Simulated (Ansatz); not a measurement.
Cost and result by functional for the surface energy of the (10-10) surface of 2H silicon carbide (a metastable polymorph) in its 1x1 cell (cut with top plane C + Si, bottom plane C + Si), relaxed from an ideal cut (the real face may reconstruct), outermost plane spacing 0.89 Å in the ideal cut, in Ansatz (plane waves, PAW). Single points on the PBE structure, on one kind of machine; costs are rough ratios of the slab run's core time (references not counted) to the cheapest single point. r2SCAN's cost holds its higher cutoff (500 against 420 eV). Differences are taken against HSE06 for comparison alone: no measured value is at hand, so the table doesn't rank accuracy. HSE06 ran on a coarser k-mesh, which lowers its cost and carries part of its shift.

Set-up: 20 atoms, C10Si10, 11.6 Å thick at the start; mesh 8x5x1; 0.025 eV smearing; dipole correction on; all atoms relaxed; held to the start's symmetry, so lower structures may exist; no spin, no spin-orbit, no U. These notes are the PBE run's.

| functional | relative cost | surface energy (J/m²) | less HSE06 (J/m²) |
|---|---|---|---|
| PBEsol | 1 | 2.51 | -0.05 |
| RPBE | 1 | 2.21 | -0.35 |
| LDA | 1 | 2.59 | 0.03 |
| r2SCAN | 2 | 2.55 | -0.01 |
| HSE06 | 9 | 2.57 | 0.00 |
| PBE (the relaxed run's value) | – | 2.34 | -0.22 |

The values span 0.38 J/m², while the single points' costs differ by a factor of roughly 9. Differences are of unrounded values.

Ansatz is an electronic-structure program.
